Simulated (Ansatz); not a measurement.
## I on the 1x1 (111) surface of fcc Ni, ferromagnetic, one in a 2x2 cell, started at the site 'bridge Ni-Ni (span 2.5 Å)'

Level of theory: PBE (plane waves to 420 eV, PAW; Ansatz, an electronic-structure program).

Model: 17-atom slab, 6.0 Å thick at the start under the adsorbate (thin: gaps and levels are the slab's own), 7x7x1 mesh, Fermi-Dirac 0.1 eV, dipole correction, 8 atoms held, the rest relaxed; symmetry of the start imposed; spin-polarised, no spin-orbit, no U, no dispersion correction. At the end it is bonded to 3 Ni. In PBE it is, or lies within 0.03 eV of, the lowest of the starts that converged.

adsorption energy against ½ I2(g): -1.80 eV
work function of the top face: 4.36 eV
change of the work function: -0.72 eV
change of the step from the bottom to the top vacuum level, against the clean slab: -0.71 eV
energy released by relaxation: 0.22 eV
height of the binding atom over the mean of the host atoms within 0.3 Å of the top one: 214.7 pm
magnetic moment of the cell: 10.36 μB
nearest host atoms of the binding atom: Ni at 2.58 Å, Ni at 2.58 Å, Ni at 2.59 Å
largest move of a host atom: 0.04 Å
note: in the relaxation the adsorbate left its starting site by 0.7 Å
cost: around 40 core-minutes (rough)

A negative adsorption energy means that the adsorbate is more stable on the surface than in its reference.
